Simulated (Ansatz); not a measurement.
Results of PBE (Ansatz, an electronic-structure program, PAW) for antifluorite K2S.

Settings: plane-wave cutoff 520 eV, 8×8×8 k mesh, scalar-relativistic PAW data made under PBE.

Computed at the level's own relaxed cell.

Elastic tensor (GPa, Voigt notation, ions relaxed):

```
   34.2    10.4    10.4     0.0     0.0     0.0
   10.4    34.2    10.4     0.0     0.0     0.0
   10.4    10.4    34.2     0.0     0.0     0.0
    0.0     0.0     0.0     8.4     0.0     0.0
    0.0     0.0     0.0     0.0     8.4     0.0
    0.0     0.0     0.0     0.0     0.0     8.4
```

Worked from these constants: the tetragonal shear constant is C′ = (C11 − C12)/2 = 11.9 GPa against C44 = 8.4 GPa, so the C44 shear is the softer. The Zener ratio C44/C′ is 0.71 (1 for an isotropic solid), and the Cauchy pressure C12 − C44 is 2.0 GPa. With C11 + 2C12 = 55.0 GPa all three Born conditions hold; they don't test modes at the zone boundary.
